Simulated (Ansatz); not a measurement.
## Pressure series in GaAs

Take GaAs in the zinc blende structure (space group F-43m, No. 216) as the base.

```
CELL_PARAMETERS angstrom
      0.00000     2.83278     2.83278
      2.83278     0.00000     2.83278
      2.83278     2.83278     0.00000
ATOMIC_POSITIONS crystal
  As 0.75000 0.75000 0.75000
  Ga 0.00000 0.00000 0.00000
```

Cell and atoms are relaxed at each pressure.

All numbers come from r2SCAN in Ansatz (plane waves to 500 eV, PAW, no spin-orbit coupling), earlier PAW set.

Notes on the quantities. enthalpy: H = E + PV relative to the base's energy.

```
variant            width of the top valence band       enthalpy  shortest interatomic distance
-----------------  -----------------------------  -------------  -----------------------------
base                                     3.40 eV              –                       245.3 pm
pressure −2 GPa                          3.26 eV  -0.29 eV/atom                       247.7 pm
pressure −1 GPa                          3.33 eV  -0.14 eV/atom                       246.5 pm
pressure 0.9 GPa                         3.46 eV  +0.13 eV/atom                       244.3 pm
pressure 2.1 GPa                               ?  +0.29 eV/atom                              ?
pressure 4.5 GPa                         3.67 eV  +0.62 eV/atom                       240.9 pm
pressure 9 GPa                           3.90 eV  +1.21 eV/atom                       237.4 pm
pressure 15 GPa                          4.18 eV  +1.96 eV/atom                       233.5 pm
pressure 22.5 GPa                        4.48 eV  +2.86 eV/atom                       229.6 pm
pressure 30 GPa                          4.75 eV  +3.71 eV/atom                       226.4 pm
```

Task: Complete the table.

Result: 
- pressure 2.1 GPa, width of the top valence band: 3.53 eV
- pressure 2.1 GPa, shortest interatomic distance: 243.1 pm

The levels and masses belong to the bands next to the band gap. Load acts through the strain it causes; cell and atoms are relaxed under it. Whether these cells are dynamically stable was not tested. Measured, GaAs leaves this structure (for a Cmcm phase) near 15 GPa (room temperature; as listed in arXiv:1906.07825).

Ansatz is a program for electronic structure.
